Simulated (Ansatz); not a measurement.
**Response to strain in Pt**

Base system: Pt in the fcc (Cu type) structure (space group Fm-3m, No. 225; relaxed with 0.1 eV smearing).

```yaml
crystal:
  lattice:
    - [0.00000, 1.97076, 1.97076]
    - [1.97076, 0.00000, 1.97076]
    - [1.97076, 1.97076, 0.00000]
  atoms:
    - { symbol: Pt, position: [0.00000, 0.00000, 0.00000] }
```

Cartesian axes are those of the cell as printed.

Strains are applied to the cell and any free atomic positions relax; under biaxial strain the out-of-plane vector relaxes too; under stress the whole cell relaxes.

All numbers come from Ansatz (a quantum-chemistry and plane-wave program), r2SCAN, PAW, cutoff 500 eV, no SOC, earlier PAW set.

Notes on the quantities. energy relative to the base: free energy F.

```csv
variant,volume per atom,energy relative to the base
base,15.31 Å³,0 meV/atom
"biaxial strain +2.49 %, plane normal [110], relaxed out of plane",15.70 Å³,+20 meV/atom
"biaxial strain −2.39 %, plane normal [111], relaxed out of plane",15.03 Å³,+20 meV/atom
isotropic strain −2.79 %,14.06 Å³,+102 meV/atom
isotropic strain +1.26 %,15.89 Å³,+17 meV/atom
isotropic strain +4.60 %,17.52 Å³,+0.200 eV/atom
uniaxial strain ε_xx = +0.29 %,15.35 Å³,+0.1 meV/atom
uniaxial strain ε_yy = +5.86 %,16.21 Å³,+48 meV/atom
"uniaxial stress, 1 GPa tension along z",15.33 Å³,+0.3 meV/atom
"uniaxial stress, 3 GPa compression along z",15.26 Å³,+3.9 meV/atom
```

A biaxial case was relaxed in a doubled cell and then solved in the primitive one. Stability under load was not tested beyond the relaxation. The final runs are not spin-polarised. Pt lies near a magnetic instability that expansion can trigger; it was not tested.
